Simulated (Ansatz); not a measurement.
The starting structures come from a database of crystals and need not be the phases stable at ambient conditions.

The decay constant κ of evanescent states in the gap governs leakage through a thin film.

```
Bi2K4Zn
1.0
    6.14372     0.00000     0.00000
   -2.99641     5.36347     0.00000
    0.00000     0.00000    17.55192
K Zn Bi
8 2 4
Direct
  0.89528   0.22786   0.60309
  0.10472   0.77214   0.10309
  0.22786   0.89528   0.39691
  0.77214   0.10472   0.89691
  0.56661   0.56661   0.50000
  0.43339   0.43339   0.00000
  0.49897   0.50103   0.75000
  0.50103   0.49897   0.25000
  0.16466   0.83534   0.75000
  0.83534   0.16466   0.25000
  0.23686   0.89724   0.60625
  0.76314   0.10276   0.10625
  0.89724   0.23686   0.39375
  0.10276   0.76314   0.89375
```

Space group of this cell: C222_1. The cell is taken as given.

Transport runs along the normal of the first two printed cell vectors.

The gap is the functional's own. No spin-orbit coupling. Mid-gap values are interpolated on the energy grid.

### Question
State the band gap and the smallest decay constant κ at mid-gap according to Ansatz (a quantum-chemistry and plane-wave program) with r2SCAN.

### Answer
Gap 0.83 eV on a 6×6×2 mesh; κ = 0.105 1/Å, at the zone centre.
